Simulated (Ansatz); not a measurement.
Candidates (primitive cells; geometry: cell and atoms relaxed with PBEsol):
A. ZnS (F-43m), a = 3.788 Å, b = 3.788 Å, c = 3.788 Å, α = 60.00°, β = 60.00°, γ = 60.00°
B. MgSe (Fm-3m), a = b = c = 3.8534 Å, α = β = γ = 60.00°
C. Si (Fd-3m), a = 3.8421 Å, b = 3.8421 Å, c = 3.8421 Å, α = 60.00°, β = 60.00°, γ = 60.00°
D. CdSe (F-43m), a = b = c = 4.3004 Å, α = β = γ = 60.00°
E. MgO (Fm-3m), a = b = c = 2.9804 Å, α = β = γ = 60.00°

Q: Order them by Seebeck coefficient, n-type 1e19 cm⁻³ (highest first) at the level HSE06, rigid bands in Ansatz (an electronic-structure program).

A: D (-74 μV/K), A (-119 μV/K), E (-175 μV/K), B (-239 μV/K), C (-304 μV/K)

Seebeck coefficients are for the stated density at 300 K, with one relaxation time for all states and whether or not that doping can be reached. Spin-orbit coupling is left out.
